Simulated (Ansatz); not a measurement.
The reference is HfN in the rock salt structure (space group Fm-3m, No. 225).

```xyz
2
Lattice="0.0000 2.2739 2.2739 2.2739 0.0000 2.2739 2.2739 2.2739 0.0000" Properties=species:S:1:pos:R:3 pbc="T T T"
Hf     0.0000     0.0000     0.0000
N      2.2739     2.2739     2.2739
```

All numbers come from Ansatz (a quantum-chemistry and plane-wave program), PBE, PAW, cutoff 420 eV, no spin-orbit coupling.

For the base:

```
Quantity               Value
-------------------  -------
Lattice parameter a  4.548 Å
```

One thing is altered: cell and atoms relaxed at a pressure of 0.9 GPa.

Task: What happens to the lattice parameter a?

Result: The lattice parameter a drops by 0.005 Å (4.548 Å → 4.543 Å).

Load acts through the strain it causes; cell and atoms are relaxed under it. Whether these cells are dynamically stable was not tested. The final runs are not spin-polarised. An odd electron count without spin: HfN.
